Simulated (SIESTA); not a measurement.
Worked example: self-consistent single point of SrMnPF (P4/nmm, 8 atoms in the cell) in SIESTA

Computed with GGA PBEsol+U, numerical atomic orbitals DZP, PseudoDojo PBEsol standard norm-conserving potentials (rewritten from UPF to PSML) in SIESTA.

Input as run:

```
# files in the folder: Sr.psml Mn.psml P.psml F.psml (PseudoDojo PBEsol standard)
SystemName  SrMnPF
SystemLabel SrMnPF

NumberOfAtoms                8
NumberOfSpecies              4
%block ChemicalSpeciesLabel
  1 38 Sr
  2 25 Mn
  3 15 P
  4 9 F
%endblock ChemicalSpeciesLabel
LatticeConstant              1.0 Ang
%block LatticeVectors
     4.212520000    0.000000000    0.000000000
     0.000000000    4.212520000    0.000000000
     0.000000000    0.000000000    9.198998000
%endblock LatticeVectors
AtomicCoordinatesFormat      Ang
%block AtomicCoordinatesAndAtomicSpecies
     0.000000000    2.106260000    7.796150805  1
     2.106260000    0.000000000    1.402847195  1
     2.106260000    2.106260000    4.599499000  2
     0.000000000    0.000000000    4.599499000  2
     0.000000000    2.106260000    3.077708761  3
     2.106260000    0.000000000    6.121289239  3
     2.106260000    2.106260000    0.000000000  4
     0.000000000    0.000000000    0.000000000  4
%endblock AtomicCoordinatesAndAtomicSpecies

XC.functional                GGA
XC.authors                   PBEsol
PAO.BasisSize                DZP
PAO.EnergyShift              0.01 Ry
MeshCutoff                   400 Ry
%block kgrid.MonkhorstPack
    5   0   0  0.0
    0   5   0  0.0
    0   0   3  0.0
%endblock kgrid.MonkhorstPack
OccupationFunction           FD
ElectronicTemperature        1160.45 K
Spin                         polarized
%block DM.InitSpin
  1 +0.00
  2 +0.00
  3 +4.00
  4 +4.00
  5 +0.00
  6 +0.00
  7 +0.00
  8 +0.00
%endblock DM.InitSpin
DFTU.ProjectorGenerationMethod 2
DFTU.CutoffNorm              0.9
DFTU.FirstIteration          true
%block DFTU.proj
  Mn 1
  n=3 2
  3.90 0.00
  0.00 0.00
%endblock DFTU.proj

MaxSCFIterations             150
SCF.Mixer.Method             Pulay
SCF.Mixer.Weight             0.1
SCF.Mixer.History            6
SCF.DM.Tolerance             1.0E-05
Diag.ParallelOverK           true
WriteForces                  true
Charge.Mulliken              end
```

Log, with long lists cut:

```
reinit: Reading from file input.fdf

reinit: System Name: SrMnPF
reinit: System Label: SrMnPF

NOTE on units for spin output:
{S} is the spin magnetic moment, in units of the Bohr magneton,
assuming a g-factor for the electron spin of exactly 2.
The spin magnetic moment is then numerically equal to the charge inbalance,
in units of electrons, between the spin-up and -down channels.

coor:   Atomic-coordinates input format  =     Cartesian coordinates
coor:                                          (in Angstroms)

siesta: Atomic coordinates (Bohr) and species
siesta:      0.00000   3.98025  14.73259  1        1
siesta:      3.98025   0.00000   2.65100  1        2
siesta:      3.98025   3.98025   8.69179  2        3
siesta:      0.00000   0.00000   8.69179  2        4
siesta:      0.00000   3.98025   5.81603  3        5
siesta:      3.98025   0.00000  11.56756  3        6
siesta:      3.98025   3.98025   0.00000  4        7
siesta:      0.00000   0.00000   0.00000  4        8

siesta: System type = bulk

initatomlists: Number of atoms, orbitals, and projectors:      8   108   134

siesta: ******************** Simulation parameters ****************************
redata: Spin configuration                          = collinear
redata: Time-Reversal Symmetry                      = T
redata: Number of Atomic Species                    =        4
redata: Mesh Cutoff                                 =   400.0000 Ry
redata: Net charge of the system                    =     0.0000 |e|
redata: Min. number of SCF Iter                     =        0
redata: Max. number of SCF Iter                     =      150
redata: SCF convergence failure will abort job
redata: SCF mix quantity                            = Hamiltonian
redata: Mix DM or H after convergence               =   F
redata: Recompute H after scf cycle                 =   F
redata: Mix DM in first SCF step                    =   T
redata: No kicks to SCF
   [... lines left out ...]

                        Single-point calculation

superc: Internal auxiliary supercell:     5 x     5 x     3  =      75
superc: Number of atoms, orbitals, and projectors:    600   8100  10050

outcell: Unit cell vectors (Ang):
        4.212520    0.000000    0.000000
        0.000000    4.212520    0.000000
        0.000000    0.000000    9.198998

outcell: Cell vector modules (Ang)   :    4.212520    4.212520    9.198998
outcell: Cell angles (23,13,12) (deg):     90.0000     90.0000     90.0000
outcell: Cell volume (Ang**3)        :    163.2392
new_DM -- step:     1
Initializing Density Matrix...

Attempting to read DM from file... Failed...
initDM: WARNING: atom 1 has a closed-shell and cannot be polarized
initDM: WARNING: atom 2 has a closed-shell and cannot be polarized
DM filled with atomic data (user-defined):

InitMesh: MESH = 54 x 54 x 120 = 349920
InitMesh: Mesh cutoff (required, used) =   400.000   454.157 Ry
hubbard_term: recalculating local occupations    1
hubbard_term: maximum change in local occup.    0.840262
hubbard_term: recalculating Hamiltonian

stepf: Fermi-Dirac step function
hubbard_term: recalculating local occupations    1
hubbard_term: maximum change in local occup.    0.084807
hubbard_term: recalculating Hamiltonian
        iscf     Eharris(eV)        E_KS(eV)     FreeEng(eV)     dDmax    Ef(eV) dHmax(eV)
   scf:    1    -9454.575890    -9478.027729    -9478.089079  0.715400 -2.642425 21.166072
     spin moment: {S} , |S| = {        0.0        0.0    9.45870 }     9.45870
   scf:    2    -9496.604751    -9488.441200    -9488.485052  0.077107 -3.290513 11.462295
     spin moment: {S} , |S| = {        0.0        0.0    9.68624 }     9.68624
   scf:    3    -9494.771754    -9492.737737    -9492.781533  0.106055 -3.832993  2.086950
     spin moment: {S} , |S| = {        0.0        0.0    9.60842 }     9.60842
   scf:    4    -9493.008058    -9493.095348    -9493.142514  0.070936 -3.890968  2.034845
     spin moment: {S} , |S| = {        0.0        0.0    9.53564 }     9.53564
   scf:    5    -9493.245215    -9493.202228    -9493.246779  0.028554 -3.733812  0.488205
     spin moment: {S} , |S| = {        0.0        0.0    9.62593 }     9.62593
   scf:    6    -9492.910845    -9493.110478    -9493.155864  0.020880 -3.829266  1.835574
   [... lines left out ...]
hubbard_term: maximum change in local occup.    0.000181
   scf:   27    -9493.702103    -9493.702104    -9493.743303  0.000057 -3.699176  0.000327
     spin moment: {S} , |S| = {        0.0        0.0    9.75398 }     9.75398
hubbard_term: recalculating local occupations   21
hubbard_term: maximum change in local occup.    0.000182
   scf:   28    -9493.702101    -9493.702101    -9493.743300  0.000012 -3.699199  0.000255
     spin moment: {S} , |S| = {        0.0        0.0    9.75399 }     9.75399
hubbard_term: recalculating local occupations   22
hubbard_term: maximum change in local occup.    0.000184
   scf:   29    -9493.702107    -9493.702107    -9493.743306  0.000026 -3.699239  0.000166
     spin moment: {S} , |S| = {        0.0        0.0    9.75398 }     9.75398
hubbard_term: recalculating local occupations   23
hubbard_term: maximum change in local occup.    0.000183
   scf:   30    -9493.702111    -9493.702111    -9493.743310  0.000006 -3.699249  0.000099
     spin moment: {S} , |S| = {        0.0        0.0    9.75398 }     9.75398
SCF Convergence by DM+H criterion
max |DM_out - DM_in|         :     0.0000058185
max |H_out - H_in|      (eV) :     0.0000987810
DFT+U population converged by dTol_pop criteria:
max |pop(DFT+U)_i - pop(DFT+U)_j|:     0.0001833103
SCF cycle converged after 30 iterations

Using DM_out to compute the final energy and forces
hubbard_term: recalculating local occupations   24
hubbard_term: maximum change in local occup.    0.000183
hubbard_term: recalculating Hamiltonian and forces

siesta: E_KS(eV) =            -9493.7017

siesta: E_KS - E_eggbox =     -9493.7017

siesta: Atomic forces (eV/Ang):
     1   -0.000000   -0.000000   -0.236800
     2   -0.000000    0.000000    0.236800
     3    0.000000   -0.000000   -0.000000
     4   -0.000000   -0.000000    0.000000
     5    0.000000   -0.000000    0.113717
     6   -0.000000   -0.000000   -0.113717
     7    0.000000    0.000000    0.000000
     8   -0.000000   -0.000000   -0.000000
   Tot   -0.000000   -0.000000    0.000000
   Max    0.236800
   Res    0.075832    sqrt( Sum f_i^2 / 3N )
   Max    0.236800    constrained

Stress tensor Voigt[x,y,z,yz,xz,xy] (kbar):       34.97       34.97       35.44        0.00        0.00       -0.00
(Free)E + p*V (eV/cell)    -9497.3221
Target enthalpy (eV/cell)    -9493.7429

siesta: Program's energy decomposition (eV):
siesta: Ebs     =     -1826.853085
siesta: Eions   =     14274.089280
siesta: Ena     =      2605.164200
siesta: Ekin    =      4172.956034
siesta: Enl     =      -231.002007
siesta: Eso     =         0.000000
siesta: Edftu   =         2.412406
siesta: DEna    =        79.389471
siesta: DUscf   =         2.878346
siesta: DUext   =         0.000000
siesta: Ex      =     -1727.944549
siesta: Ec      =      -123.466290
siesta: Exc     =     -1851.410839
siesta: Eharris =     -9493.702111
siesta: Etot    =     -9493.701669
siesta: FreeEng =     -9493.742868

siesta: Atomic forces (eV/Ang):
siesta:      1   -0.000000   -0.000000   -0.236800
siesta:      2   -0.000000    0.000000    0.236800
siesta:      3    0.000000   -0.000000   -0.000000
siesta:      4   -0.000000   -0.000000    0.000000
   [... lines left out ...]
siesta: Cell volume =        163.239207 Ang**3
siesta:         -35.12963606        -29.04426526  kBar
   [... lines left out ...]

             -0.005  -0.011  -0.013

Species: P
Atom  Qatom  Qorb
               3s      3s      3py     3pz     3px     3py     3pz     3px
               3Pdxy   3Pdyz   3Pdz2   3Pdxz   3Pdx2-y2
   5  2.809   0.739   0.051   0.737   0.722   0.737  -0.074  -0.069  -0.074
              0.009   0.009   0.009   0.009   0.005
   6  2.809   0.739   0.051   0.737   0.722   0.737  -0.074  -0.069  -0.074
              0.009   0.009   0.009   0.009   0.005

Species: F
Atom  Qatom  Qorb
               2s      2s      2py     2pz     2px     2py     2pz     2px
               3Pdxy   3Pdyz   3Pdz2   3Pdxz   3Pdx2-y2
   7  3.744   0.930   0.005   1.063   1.030   1.063  -0.124  -0.102  -0.124
              0.001   0.001   0.000   0.001   0.001
   8  3.744   0.930   0.005   1.063   1.030   1.063  -0.124  -0.102  -0.124
              0.001   0.001   0.000   0.001   0.001

mulliken: Qtot =       32.123

Mulliken Atomic Populations:
Atom #   charge [q] valence [e]      Sz [e]  Species
     1     0.808247    9.191753    0.007872  Sr
     2     0.808247    9.191753    0.007872  Sr
     3     0.313979   14.686021    4.853237  Mn
     4     0.313979   14.686021    4.853237  Mn
     5    -0.631173    5.631173    0.013144  P
     6    -0.631173    5.631173    0.013144  P
     7    -0.491053    7.491053    0.002734  F
     8    -0.491053    7.491053    0.002734  F
 Total     0.000000                9.753975
```

The run converged in 30 iterations.

The starting cell comes from a database of computed structures (which also holds hypothetical and non-ambient phases and stackings), without a prior relaxation at this level. Its lattice was rescaled by a random factor within 2.5 % of one. The magnetic order is the one reached from the typed start; others were not searched systematically. With U or open f shells several self-consistent states can exist. Values carry the incompleteness of an atom-centred basis. With a pressure of about -4 GPa the cell is away from its equilibrium volume at this level.

Cost on one core of a shared machine: roughly 3 min.
